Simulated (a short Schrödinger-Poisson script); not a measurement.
Stack: MOS inversion layer, Al2O3 on p-type Si(100), at 300 K.

From the gate side: 6.7 nm Al2O3; 410 nm Si, acceptors 1.1e18 cm⁻³.

The device is made up for the run: typed textbook-type constants, with dimensions and the other settings drawn at random. Al2O3: permittivity 9, conduction-band edge (eV) 2.7, gap (eV) 6.8, electron mass (mₑ) 0.3. Si: permittivity 11.7, conduction-band edge (eV) 0, gap (eV) 1.124, Nv at 300 K (cm⁻³) 3.1e19.

Channel valleys (confinement mass, in-plane density-of-states mass, number): Δ2 0.916, 0.19, 2; Δ4 0.19, 0.417, 4. At the gate the conduction-band edge of layer 1 lies 3.13 eV − eVg above the Fermi level of the channel; the field vanishes at the back. Gaps are held at their typed values at every temperature. Mesh 0.03 nm at interfaces.

Solved with a short Schrödinger-Poisson script written for these runs: 1D Poisson equation in equilibrium, electrons quantum, Hartree (BenDaniel-Duke, 12 states a valley, the channel's in-plane mass for all, wave functions free to enter the dielectric), parabolic valleys, classical holes, full ionisation, no traps, pinning or gate leakage.

| Vg (V) | electrons (cm⁻²) | C (μF/cm²) | Δ2 E0 (meV from the Fermi level) | Δ4 E0 (meV from the Fermi level) |
|---|---|---|---|---|
| 0.8 | 1.01e9 | 0.255 | 223.8 | 287.2 |
| 0.9 | 1.75e10 | 0.302 | 149.7 | 214.9 |
| 1 | 1.69e11 | 0.589 | 90.2 | 157.1 |
| 1.1 | 5.63e11 | 0.821 | 57.9 | 126.6 |
| 1.2 | 1.08e12 | 0.915 | 39.6 | 110.1 |
| 1.3 | 1.65e12 | 0.960 | 27.1 | 99.4 |
| 1.4 | 2.25e12 | 0.986 | 17.6 | 91.5 |
| 1.5 | 2.86e12 | 1.00 | 9.7 | 85.3 |
| 1.6 | 3.49e12 | 1.02 | 2.9 | 80.1 |
| 1.7 | 4.12e12 | 1.03 | -3.1 | 75.7 |
| 1.8 | 4.76e12 | 1.03 | -8.5 | 71.8 |
| 1.9 | 5.40e12 | 1.04 | -13.5 | 68.3 |
| 2 | 6.05e12 | 1.04 | -18.2 | 65.2 |
| 2.1 | 6.70e12 | 1.05 | -22.6 | 62.2 |
| 2.2 | 7.35e12 | 1.05 | -26.8 | 59.5 |
| 2.3 | 8.01e12 | 1.06 | -30.8 | 57.0 |
| 2.4 | 8.67e12 | 1.06 | -34.6 | 54.5 |

Gate voltages with under 1e9 electrons/cm² are left out.

Question: At Vg = 2.4 V the lowest Δ2 subband lies at -34.6 meV from the Fermi level. How many electrons does it hold, and what share of all?

Answer: The two-dimensional density of states is g m/(πħ²) = 1.59e11 cm⁻² meV⁻¹ (both spins), kT = 25.9 meV, so n = D kT ln(1 + exp(−E/kT)) = 6.45e12 cm⁻², 0.74 of the 8.67e12 cm⁻² in all.

Question: Compare the slope of the sheet density between 2.2 and 2.4 V with the geometric capacitance of the layers between gate and channel.

Answer: q Δn/ΔV = 1.06 μF/cm²; ε0/Σ(t/ε) = 1.19 μF/cm². The ratio is 0.89: the channel acts as a further capacitance in series.
